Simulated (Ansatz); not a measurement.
## Report: rocksalt MgS (Fm-3m), uniaxial stress along [001]

Cell and atoms are relaxed with r2SCAN to each stress (compression positive); bands and masses by r2SCAN with spin-orbit coupling, rigid bands (plane waves, PAW; Ansatz, a quantum-chemistry and plane-wave program). Strains are changes of length against the unloaded cell.

```
CELL_PARAMETERS angstrom
      0.00000     2.60158     2.60158
      2.60158     0.00000     2.60158
      2.60158     2.60158     0.00000
ATOMIC_POSITIONS crystal
  Mg 0.00000 0.00000 0.00000
  S  0.50000 0.50000 0.50000
```

```tsv
stress (GPa)	strain [001] (%)	strain [100] (%)	gap (eV)	mₑ* [001]	mₑ* [100]	mₕ* [001]	mₕ* [100]
-2.00	1.67	-0.36	3.341	0.32	0.39	0.95	1.21
-1.00	0.79	-0.18	3.391	0.33	0.39	1.14	1.24
0	0	0	3.433	0.37	0.37	1.22	1.22
1.00	-0.73	0.17	3.397	0.45	0.33	1.30	1.17
2.00	-1.41	0.33	3.364	0.50	0.33	1.30	1.11
```

[001] is the direction of the load; [010] strains as [100]. Masses are conductivity masses at 300 K in electron masses.

Question: From the two loads next to zero, find the Young modulus and the ratio of transverse to axial strain.

Answer: Between -1.00 and 1.00 GPa the strain along [001] changes by -1.52 % and that along [100] by 0.35 %. The modulus is 2.00/0.0152 = 132 GPa and the ratio of the strains 0.23 (r2SCAN, atoms relaxed). Along [001] C₁₁ = E(1 − ν)/((1 + ν)(1 − 2ν)) and C₁₂ = C₁₁ν/(1 − ν), which gives C₁₁ ≈ 153 GPa and C₁₂ ≈ 46 GPa.

Question: Is the response still linear at the largest tension?

Answer: The modulus predicts 1.52 % at -2.00 GPa; the table has 1.67 %, so the crystal is softer there.

Question: How fast does the gap move on either side of zero load?

Answer: Under tension, (3.391 − 3.433) eV over -1.00 GPa = 42 meV/GPa, or about -5.3 eV per unit strain; under compression, (3.364 − 3.433) eV over 2.00 GPa = -34 meV/GPa, or about 4.9 eV per unit strain. The two slopes part by 76 meV/GPa; gaps are resolved to about 0.01 eV, which allows 15 meV/GPa, so they differ, even in sign: the gap has a turning point near zero load.

Question: Take the carrier density and the relaxation time as fixed, so that ρ ∝ m*. What gauge factor (Δρ/ρ)/ε follows for current along [001] at the loads next to zero?

Answer: electrons at 1.00 GPa: (0.45/0.37 − 1)/-0.0073 ≈ -30. These are means over a finite load; the small-strain gauge factor differs, most where the load has already emptied the upper valleys or bands. Carriers and loads whose mass moves by under 12 % aren't resolved and aren't listed. The change of shape, which adds a term of order 1 to 2, and that of the scattering between valleys or bands are left out.

Masses are those of dilute carriers in rigid bands with one relaxation time, without polarons. Third decimals of gaps are kept for the arithmetic. Every relaxation keeps the rocksalt phase (space group I4/mmm under this load), so a transition, a distortion that breaks the symmetry or fracture can't show.
